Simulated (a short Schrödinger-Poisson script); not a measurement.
System: MOS inversion layer, SiO2 on p-type Si(110), at 300 K.

```csv
layer,material,thickness (nm),Na (cm⁻³)
1,SiO2,2.9,-
2,Si,350,1.5e18
```

The device is made up for the run: typed textbook-type constants, with dimensions and the other settings drawn at random. SiO2: permittivity 3.9, conduction-band edge (eV) 3.15, gap (eV) 9, electron mass (mₑ) 0.5. Si: permittivity 11.7, conduction-band edge (eV) 0, gap (eV) 1.124, Nv at 300 K (cm⁻³) 3.1e19.

Channel valleys (confinement mass, in-plane density-of-states mass, number): Δ4 0.315, 0.324, 4; Δ2 0.19, 0.417, 2. At the gate the conduction-band edge of layer 1 lies 3.65 eV − eVg above the Fermi level of the channel; the field vanishes at the back. Gaps are held at their typed values at every temperature. Mesh 0.03 nm at interfaces.

Solved with a short Schrödinger-Poisson script written for these runs: 1D Poisson equation in equilibrium, electrons quantum, Hartree (BenDaniel-Duke, 12 states a valley, the channel's in-plane mass for all, wave functions ending at the dielectric), parabolic valleys, classical holes, full ionisation, no traps, pinning or gate leakage.

The same stack at other levels of the model or other numerical settings:

```
run                                          sheet density of all electrons at Vg = 2.5 V (cm⁻²)  sheet density of all electrons at Vg = 1.3 V (cm⁻²)  capacitance at Vg = 2.5 V (μF/cm²)  centroid of the channel electrons at Vg = 2.5 V (nm)  rough cost against the base
-------------------------------------------  ---------------------------------------------------  ---------------------------------------------------  ----------------------------------  ----------------------------------------------------  ---------------------------
base                                                                                     7.65e12                                              4.49e11                                1.03                                                  1.64                      about 1
electrons treated as classical, Boltzmann                                                9.73e12                                              1.39e12                                1.15                                                  0.27                         0.03
electrons treated as classical, Fermi-Dirac                                              9.34e12                                              1.35e12                                1.11                                                  0.42                          0.2
mesh six times as coarse                                                                 7.65e12                                              4.50e11                                1.03                                                  1.63                          0.3
one subband a valley                                                                     7.65e12                                              4.48e11                                1.03                                                  1.64                          0.5
```

The classical rows ignore confinement, and Boltzmann statistics overrate the density once the band edge passes the Fermi level.
